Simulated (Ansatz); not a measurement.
ZrSiO (P4/nmm, No. 129, 6 atoms in the cell; start mp-7915) was calculated with r²SCAN in Ansatz (plane waves, PAW).

Numerical settings: plane-wave cutoff 560 eV, 16×16×8 k mesh (along the axes of the cell as run), Fermi–Dirac smearing 0.05 eV, scalar-relativistic PAW data made under PBE.

Cell (relaxed at this level):

ZrOSi is taken in the tetragonal space group P4/nmm, origin choice 1 (No. 129), Pearson symbol tP6. Cell: a = b = 3.298 Å, c = 7.301 Å, α = β = γ = 90.00°. Zr on 2c sees 1 O at 2.194 Å and 4 O at 2.405 Å and 4 Si at 2.796 Å. Si on 2a is coordinated by 4 Si at 2.332 Å and 4 Zr at 2.796 Å. O on 2c is coordinated by 1 Zr at 2.194 Å and 4 Zr at 2.405 Å. (Neighbours: up to the widest gap in distance over summed covalent radii, below 1.35, at either atom; cation-cation and far metal-metal contacts left out.)

**Question.** Give the computed bulk modulus.

**Answer.** 
* **bulk modulus**: 184 GPa

The run finds no gap.

Note: the bulk modulus is −V dP/dV from two relaxed cells at ±2 % in volume; the relaxation could not lower the start's symmetry, so the cell can be a saddle point above a distorted one.

The computed numbers hold no vibrational or temperature effects.

The result took very roughly 5 core-minutes.

A start named mp-… is a Materials Project structure, which need not be a measured phase.

Ansatz is a first-principles code.
